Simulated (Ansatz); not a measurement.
```xyz
2
Lattice="12.5000 0.0000 0.0000 0.0000 11.0000 0.0000 0.0000 0.0000 3.7372" Properties=species:S:1:pos:R:3 pbc="T T T"
Os     5.6367     5.5000     0.0000
Os     6.8633     5.5000     1.8686
```

These are PBE (plane waves to 420 eV, PAW; Ansatz, a first-principles code) values and carry that method's errors. Mesh 1×1×80. Collinear spin, started with parallel moments, which vanish. Periodic along z alone, with about 11 Å of vacuum beside it. A model structure. It keeps the symmetry and period of its start, so it need not be a minimum against all distortions. Pairing along the axis, which can open a gap, is among the distortions not tried. Values not marked SOC lack spin–orbit coupling.

Say what this body is, and give its properties.

Free zigzag chain of Os atoms. A hypothetical model.
| Quantity | Result |
|---|---|
| PBE gap | none (under 0.01 eV) |
| crossings of the Fermi level between Γ and the zone edge (49 points) | 3, each for both spins (ideal conductance 3 × 2e²/h) |
